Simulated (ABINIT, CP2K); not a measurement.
A CP2K input for a self-consistent single point of ScIn3 (Pm-3m, 4 atoms in the cell) (DFT PBEsol, GPW, DZVP-MOLOPT-SR-GTH basis, GTH-PBE potentials (GTH_POTENTIALS)):

```
&GLOBAL
  PROJECT scin3
  RUN_TYPE ENERGY_FORCE
  PRINT_LEVEL MEDIUM
&END GLOBAL
&FORCE_EVAL
  METHOD Quickstep
  STRESS_TENSOR ANALYTICAL
  &DFT
    BASIS_SET_FILE_NAME BASIS_MOLOPT
    POTENTIAL_FILE_NAME GTH_POTENTIALS
    &QS
      METHOD GPW
      EPS_DEFAULT 1E-10
    &END QS
    &MGRID
      CUTOFF 600
      REL_CUTOFF 50
      NGRIDS 5
    &END MGRID
    &SCF
      SCF_GUESS ATOMIC
      EPS_SCF 1E-6
      MAX_SCF 100
      ADDED_MOS 9
      &DIAGONALIZATION
        ALGORITHM STANDARD
      &END DIAGONALIZATION
      &MIXING
        METHOD BROYDEN_MIXING
        ALPHA 0.2
        NBUFFER 8
      &END MIXING
      &SMEAR ON
        METHOD FERMI_DIRAC
        ELECTRONIC_TEMPERATURE [K] 1160.45
      &END SMEAR
    &END SCF
    &KPOINTS
      SCHEME MONKHORST-PACK 6 6 6
      GAMMA_CENTERED T
    &END KPOINTS
    &XC
      &XC_FUNCTIONAL
        &PBE
          PARAMETRIZATION PBESOL
        &END PBE
      &END XC_FUNCTIONAL
    &END XC
    &PRINT
      &MO
        EIGENVALUES T
        OCCUPATION_NUMBERS T
        NDIGITS 8
        FILENAME mo
        &EACH
          QS_SCF 0
        &END EACH
        ADD_LAST NUMERIC
      &END MO
      &MULLIKEN ON
      &END MULLIKEN
    &END PRINT
  &END DFT
  &SUBSYS
    &CELL
      A 4.40577600 0.00000000 0.00000000
      B 0.00000000 4.40577600 0.00000000
      C 0.00000000 0.00000000 4.40577600
      PERIODIC XYZ
    &END CELL
    &COORD
      SCALED
      Sc       0.00000000     0.00000000     0.00000000
      In       0.00000000     0.50000000     0.50000000
      In       0.50000000     0.00000000     0.50000000
      In       0.50000000     0.50000000     0.00000000
    &END COORD
    &KIND Sc
      BASIS_SET DZVP-MOLOPT-SR-GTH
      POTENTIAL GTH-PBE-q11
    &END KIND
    &KIND In
      BASIS_SET DZVP-MOLOPT-SR-GTH
      POTENTIAL GTH-PBE-q13
    &END KIND
  &END SUBSYS
  &PRINT
    &FORCES ON
    &END FORCES
    &STRESS_TENSOR ON
    &END STRESS_TENSOR
  &END PRINT
&END FORCE_EVAL
```

### Question
Give the ABINIT input for the same structure, mesh, smearing and functional.

### Answer
One input that does it (others would too):

```
# ScIn3, PseudoDojo nc-sr-04 PBEsol standard
pp_dirpath "./"
pseudos "Sc.upf, In.upf"
acell 3*1.0 Angstrom
rprim
         4.4057760000    0.0000000000    0.0000000000
         0.0000000000    4.4057760000    0.0000000000
         0.0000000000    0.0000000000    4.4057760000
natom 4
ntypat 2
znucl 21 49
typat 1 2 2 2
xred
         0.0000000000    0.0000000000    0.0000000000
         0.0000000000    0.5000000000    0.5000000000
         0.5000000000    0.0000000000    0.5000000000
         0.5000000000    0.5000000000    0.0000000000
ecut 1061 eV
occopt 3
tsmear 0.00367493
nband 33
kptopt 1
ngkpt 6 6 6
nshiftk 1
shiftk 0 0 0
nstep 100
tolvrs 1.0e-10
prtwf 0
prtden 0
prtvol 1
```

Basis settings and potentials, where a program has them, do not carry over. This input uses DFT, PBEsol, plane waves, norm-conserving pseudopotentials (PseudoDojo nc-sr-04 PBEsol standard). Both were run: pressure 2.94 GPa in CP2K and 2.46 in ABINIT.

On CP2K: the starting cell comes from a database of computed structures (which also holds hypothetical and non-ambient phases and stackings), without a prior relaxation at this level. For this run, on top of that: lattice scaled by 0.98. Values carry the incompleteness of an atom-centred basis. The potentials were made for another functional than the one used.

On ABINIT: the starting cell comes from a database of computed structures (which also holds hypothetical and non-ambient phases and stackings), without a prior relaxation at this level. For this run, on top of that: lattice scaled by 0.98.
